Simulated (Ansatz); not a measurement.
An Ansatz (an electronic-structure program) input (PBEsol-D3(BJ) in Ansatz (plane waves to 420 eV, PAW, no SOC)):

Ansatz 0.2 input:
```yaml
crystal:
  lattice:
    - [3.8363404874, 0, 0]
    - [0, 3.768507355, 0]
    - [0, 0, 4.5570824003]
  atoms:
    - { symbol: Sn, position: [0.5, 0, 0.7461725107] }
    - { symbol: Sn, position: [0, 0.5, 0.2538274893] }
    - { symbol: O, position: [0.5, 0.5, 0] }
    - { symbol: O, position: [0, 0, 0] }
basis: { ecutwfc: 420, ecutrho_ratio: 4, xc_grid: 2, fft_grid_basis: typed }
kpoints: { mp_grid: { grid: [15, 15, 13] } }
hamiltonian:
  xc: pbesol
  dispersion: d3bj
  pseudopotentials: { kind: paw }
scf: { occupations: { method: fermi_dirac, width: 0.1 }, convergence: { dr2_threshold: 0.0000000004 } }
relax: { f_tol: 0.005, max_steps: 50 }
output: { forces: true, stress: true }
checkpoint: { write: state.ck, write_every: 1000 }
```

Task: Which symmetry and how many k-points will the program report, and about how many plane waves at Γ?

Result: Space group Pmmn (ITA 59) with 8 operations, k-points 448 of 2925, and 1275 plane waves at Γ.

Task: And the final pressure?

Result: -1.21 GPa (compression positive).

The cells carry an imposed strain or load. Stability against distortions was not tested. The final runs are not spin-polarised. The cell was made from SnO (space group P4/nmm, No. 129; layered, stacked along the Cartesian z axis) by this change: uniaxial strain ε_xx = +1.80 %.
